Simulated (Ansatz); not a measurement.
Start from SnO₂ in the rutile structure (space group P4_2/mnm, No. 136; a = 4.722 Å, c = 3.190 Å).

The values are results of plane-wave PAW DFT at the LDA level (Ansatz, a first-principles code, 420 eV), without spin-orbit coupling, not measurements.

One change was made to it. Results:

| quantity | base | after |
|---|---|---|
| width of the top valence band | 1.28 eV | 1.43 eV |
| band gap | 1.16 eV | 2.49 eV |
| electron mass | 0.18 mₑ along c, 0.20 mₑ across (at Γ) | 0.23 mₑ along c, 0.27 mₑ across (at Γ) |
| hole mass | 1.7 mₑ along c, 1.2 mₑ across (at Γ) | 1.4 mₑ along c, 1.2 mₑ across (at Γ) |

Q: What was done to the base?
A. pressure 30 GPa
B. pressure 0.9 GPa
C. pressure 4.5 GPa
D. pressure 15 GPa

A: A, pressure 30 GPa. For comparison, the band gap in the other runs: pressure 15 GPa gives 1.88 eV; pressure 4.5 GPa gives 1.39 eV; pressure 0.9 GPa gives 1.21 eV.

Load acts through the strain it causes; cell and atoms are relaxed under it. Effective masses come from finite differences of ±0.01 Å⁻¹. No phonon test of stability was made. Competing high-pressure phases were not computed.
